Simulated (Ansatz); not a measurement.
Take KTaO3 in the cubic perovskite structure (space group Pm-3m, No. 221; a = 3.952 Å) as the base.

Level of theory: LDA in Ansatz (plane waves to 420 eV, PAW, no spin-orbit coupling).

For the base:

| Item | Value |
|---|---|
| Shortest interatomic distance | 1.976 Å |
| Gap character | indirect, R → Γ |
| Band gap | 2.13 eV |

Modification: hydrostatic tension (pressure −1 GPa).

What happens to the shortest interatomic distance?

The shortest interatomic distance grows by 0.003 Å (1.976 Å → 1.979 Å).

Predict the new gap character.

The gap character remains indirect, R → Γ.

What does the calculation give for the band gap after the change?

The band gap hardly moves (2.13 eV against 2.12 eV).

With Ta present, leaving out spin-orbit coupling can change the band edges. Load acts through the strain it causes; cell and atoms are relaxed under it. Stability against distortions was not tested.

Ansatz is a program for electronic structure.
